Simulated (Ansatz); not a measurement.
Bi4Ge3O12 (I-43d, No. 220) was calculated with PBEsol-D3(BJ) (PAW; Ansatz, a first-principles code).

Numerical settings: plane-wave cutoff 520 eV, 6×6×6 k mesh, Fermi–Dirac smearing 0.01 eV, scalar-relativistic PAW data made under PBE.

The cell is scaled about its equilibrium volume:

```json
[
 {"V (Å³/atom)": "14.152", "P (GPa)": "2.80", "direct gap at Γ (eV)": "4.010", "smallest gap on the k mesh (eV)": "3.723"},
 {"V (Å³/atom)": "14.447", "P (GPa)": "1.34", "direct gap at Γ (eV)": "4.006", "smallest gap on the k mesh (eV)": "3.675"},
 {"V (Å³/atom)": "14.742", "P (GPa)": "0.00", "direct gap at Γ (eV)": "4.000", "smallest gap on the k mesh (eV)": "3.632"},
 {"V (Å³/atom)": "15.037", "P (GPa)": "-1.18", "direct gap at Γ (eV)": "3.992", "smallest gap on the k mesh (eV)": "3.594"},
 {"V (Å³/atom)": "15.332", "P (GPa)": "-2.22", "direct gap at Γ (eV)": "3.985", "smallest gap on the k mesh (eV)": "3.560"}
]
```

The fundamental gap (3.63 eV at the equilibrium volume, with added k points) lies elsewhere than Γ–Γ.

Spin–orbit coupling is not included; with these elements it can move the gap by several tenths of an eV or more.
